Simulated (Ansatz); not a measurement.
**Li under a change: pressure 0.7 GPa**

Base system: Li (space group R-3m, No. 166; a = 3.062 Å, c = 22.411 Å (hexagonal axes)).

The change: cell and atoms relaxed at a pressure of 0.7 GPa.

Calculations: plane-wave PAW DFT at the PBEsol level (Ansatz, a quantum-chemistry and plane-wave program, 420 eV), no spin-orbit coupling. k-mesh 18×18×18 (Γ-centred); smearing 0.05 eV (Fermi–Dirac).

```tsv
quantity	base	changed	shift
volume per atom	20.21 Å³	19.25 Å³	-0.96 Å³
density	0.57 g/cm³	0.60 g/cm³	+0.03 g/cm³
lattice parameter a	3.062 Å	3.004 Å	-0.0574 Å
c/a ratio	7.320	7.381	+0.0603
shortest interatomic distance	3.053 Å	3.004 Å	-0.049 Å
enthalpy H = E + PV relative to the base's energy	–	+0.09 eV/atom	–
band gap	zero	zero	–
```

Final structure:

```
CELL_PARAMETERS angstrom
      1.50204     0.86721     7.39057
     -1.50204     0.86721     7.39057
      0.00000    -1.73441     7.39057
ATOMIC_POSITIONS crystal
  Li 0.77776 0.77776 0.77776
  Li 0.22224 0.22224 0.22224
  Li 0.00000 0.00000 0.00000
```

Cost of the whole job for the changed cell (relaxation, final SCF and bands): around 100 core-seconds (rough).

Load acts through the strain it causes; cell and atoms are relaxed under it. No phonon test of stability was made. This is not the structure that Li has at room temperature and ambient pressure.
